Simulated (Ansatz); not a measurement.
Start from BaHfO3 in the cubic perovskite structure (space group Pm-3m, No. 221; a = 4.206 Å).

The values are results of PBE (Ansatz, an electronic-structure program, PAW, spin-orbit coupling left out), not measurements.

Base values:

Electron mass: 0.35, 0.35, 2.3 mₑ (at Γ)
Smallest direct gap: 3.76 eV
Volume per atom: 14.88 Å³

One thing is altered: hydrostatic tension (pressure −1 GPa).

Problem. Predict the new electron mass, smallest direct gap and volume per atom.

Solution. The electron mass (degenerate bands, along [100]) remains 0.35, 0.35, 2.3 mₑ (at Γ); the smallest direct gap hardly moves (3.76 eV against 3.75 eV); the volume per atom goes up by 0.10 Å³ (14.88 Å³ → 14.98 Å³).

Spin-orbit coupling, missing from the scalar runs, can matter with Hf. Load acts through the strain it causes; cell and atoms are relaxed under it. Effective masses come from finite differences of ±0.01 Å⁻¹. Stability against distortions was not tested.
